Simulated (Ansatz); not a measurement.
The structure below was relaxed with r2SCAN (Ansatz, an electronic-structure program), scalar-relativistic without spin-orbit coupling, earlier PAW set, at pressure 3 GPa.

Space group Im-3m (No. 229); a = b = c = 4.667 Å, α = β = γ = 90.00°

| atom | site | symmetry | x | y | z |
|---|---|---|---|---|---|
| K | 2a | m-3m | 0.0000 | 0.0000 | 0.0000 |

Write out a cell with all atoms.


```
K
1.0
    4.66724     0.00000     0.00000
    0.00000     4.66724     0.00000
    0.00000     0.00000     4.66724
K
2
Direct
  0.00000   0.00000   0.00000
  0.50000   0.50000   0.50000
```
This is the conventional cell.

Load acts through the strain it causes; cell and atoms are relaxed under it. No phonon test of stability was made. The cell was made from K in the bcc (W type) structure (space group Im-3m, No. 229) by this change: pressure 3 GPa.
